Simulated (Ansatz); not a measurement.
Input and output of a self-consistent single point for NaAu2 (R3m, 6 atoms in the cell) (Ansatz, a program for electronic structure).

Computed with PBEsol, default PAW files made with PBE (plane waves; Ansatz).

The change in words: lattice scaled by 0.98; basis.ecutwfc: 30.9 Ry → 54 Ry. Reference geometry:
```xyz
6
Lattice="0.0000 3.9329 3.9329 3.9329 0.0000 3.9329 3.9329 3.9329 0.0000" Properties=species:S:1:pos:R:3 pbc="T T T"
Na     5.9282     5.9282     5.9282
Na     3.9329     3.9329     3.9329
Au     2.9497     0.9832     2.9497
Au     0.9832     0.9832     0.9832
Au     0.9832     2.9497     2.9497
Au     2.9497     2.9497     0.9832
```

Reference input (self-consistent single point, DFT, PBEsol, plane waves, default PAW files made with PBE): basis.ecutwfc = 30.9 Ry; kpoints.mp_grid.grid = 5 5 5; hamiltonian.xc = pbesol; hamiltonian.pseudopotentials = {kind: paw} (the program's default PAW files); scf.occupations.method = fermi_dirac; scf.occupations.width = 0.0073 Ry. This run's input differs from it in these lines:

Ansatz 0.2 input:
```diff
@@ -3,5 +3,5 @@
   lattice:
-    - [0.00000000, 3.93287800, 3.93287800]
-    - [3.93287800, 0.00000000, 3.93287800]
-    - [3.93287800, 3.93287800, 0.00000000]
+    - [0.00000000, 3.85422000, 3.85422000]
+    - [3.85422000, 0.00000000, 3.85422000]
+    - [3.85422000, 3.85422000, 0.00000000]
   atoms:
@@ -14,3 +14,3 @@
 basis:
-  ecutwfc: 30.9 Ry
+  ecutwfc: 54.0 Ry
 kpoints:
```

The program printed (abridged):

```
SCF iter   1: F=—  HF=-54982.187503 eV  |F-HF|=—  |Δ(HF+E_count)|=         —  Δρ=4.21e-3  dr2=1.75e-2  ethr=1.77e-3  ⟨swp⟩=5.8  Hψ=3774  notcnv=0  defer=26
all-band conjugate gradients solve this SCF's bands
preconditioner: auto → Resta (q_TF=auto, 2.640 Å⁻¹)
SCF iter   2: F=—  HF=-54982.184151 eV  |F-HF|=—  |Δ(HF+E_count)|=   3.35e-3  Δρ=1.36e-3  dr2=1.13e-3  ethr=1.86e-5  ⟨swp⟩=2.0  Hψ=1764  notcnv=0  defer=28
SCF iter   3: F=—  HF=-54982.183905 eV  |F-HF|=—  |Δ(HF+E_count)|=   2.47e-4  Δρ=4.52e-4  dr2=8.77e-5  ethr=1.20e-6  ⟨swp⟩=2.0  Hψ=1443  notcnv=0  defer=28
SCF iter   4: F=—  HF=-54982.183803 eV  |F-HF|=—  |Δ(HF+E_count)|=   1.01e-4  Δρ=5.67e-5  dr2=2.17e-6  ethr=9.33e-8  ⟨swp⟩=2.0  Hψ=1879  notcnv=0  defer=28
SCF iter   5: F=—  HF=-54982.183804 eV  |F-HF|=—  |Δ(HF+E_count)|=   3.56e-7  Δρ=1.47e-5  dr2=2.32e-7  ethr=2.30e-9  ⟨swp⟩=2.2  Hψ=1800  notcnv=0  defer=28
SCF iter   6: F=-54982.183804 eV  HF=-54982.183804 eV  |F-HF|=1.08e-8  |Δ(HF+E_count)|=   2.45e-8  Δρ=4.43e-6  dr2=2.42e-8  ethr=1.06e-10  ⟨swp⟩=9.6  Hψ=4754  notcnv=0
SCF 1 converged in 6 iterations: F = -54982.183804 eV  dr2 = 2.42e-8
Free energy (F): -54982.183804 eV
Internal energy: -54982.158424 eV  (E = F + TS)
E sigma→0 (E₀):  -54982.171114 eV
Entropy (-TS):   -0.025380 eV (-4.230 meV/atom)
Fermi energy:    13.957681 eV
--- Forces (eV/Å), atoms counted from 1 ---
  atom   1  Na    -0.05798259    -0.05798259    -0.05798259
  atom   2  Na     0.01386327     0.01386327     0.01386327
  atom   3  Au     0.01085912     0.02391544     0.01085912
  atom   4  Au    -0.00148533    -0.00148533    -0.00148533
  atom   5  Au     0.02391544     0.01085912     0.01085912
  atom   6  Au     0.01085912     0.01085912     0.02391544
--- Stress (GPa, compression-positive) ---
        3.138452      -0.000076      -0.000076
       -0.000076       3.138452      -0.000076
       -0.000076      -0.000076       3.138452
  P = ⅓ Tr σ = 3.1385 GPa (31.385 kbar)
  The stress holds the Pulay correction. Without it, at fixed plane waves, as pw.x and ABINIT print it: P = 3.1363 GPa
```

The run converged in 6 iterations. Against the reference run the free energy is nearly the same (within 1 meV/atom), the pressure goes from -2.26 to 3.14 GPa and the largest force goes from 0.081 to 0.100 eV/Å.

The starting cell comes from a database of computed structures (which also holds hypothetical and non-ambient phases and stackings), without a prior relaxation at this level. Its lattice was rescaled by up to half a per cent. One atom was moved a little off its site on purpose. For this run, on top of that: lattice scaled by 0.98. Ansatz's pressure includes its estimate of the finite-basis (Pulay) stress.
